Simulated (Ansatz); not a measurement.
Base system: Ge (space group Im-3m, No. 229; a model cell, its experimental status unchecked).

```yaml
crystal:
  lattice:
    - [-3.50268, 3.50268, 3.50268]
    - [3.50268, -3.50268, 3.50268]
    - [3.50268, 3.50268, -3.50268]
  atoms:
    - { symbol: Ge, position: [0.50000, 0.75000, 0.25000] }
    - { symbol: Ge, position: [0.25000, 0.50000, 0.75000] }
    - { symbol: Ge, position: [0.75000, 0.50000, 0.25000] }
    - { symbol: Ge, position: [0.50000, 0.25000, 0.75000] }
    - { symbol: Ge, position: [0.25000, 0.75000, 0.50000] }
    - { symbol: Ge, position: [0.75000, 0.25000, 0.50000] }
```

Cartesian axes are those of the cell as printed.

All numbers come from PBEsol in Ansatz (plane waves to 420 eV, PAW, spin-orbit coupling left out).

For the base:

- Pressure: 0.0 GPa

The change: strain tensor (xx, yy, zz, yz, xz, xy) = (−0.20, +1.34, +1.36, +1.77, +0.93, −0.14) %, atoms relaxed at fixed cell.

### Question
Predict the new energy relative to the base, pressure and largest internal atomic displacement.

### Answer
The energy goes up by 7.0 meV/atom; the pressure (mean of the normal stresses, compression positive) goes from zero to -1.2 GPa; the largest internal atomic displacement comes out as 0.026 Å.

Stability against distortions was not tested. This is not the structure that Ge has at room temperature and ambient pressure.

Ansatz is a program for electronic structure.
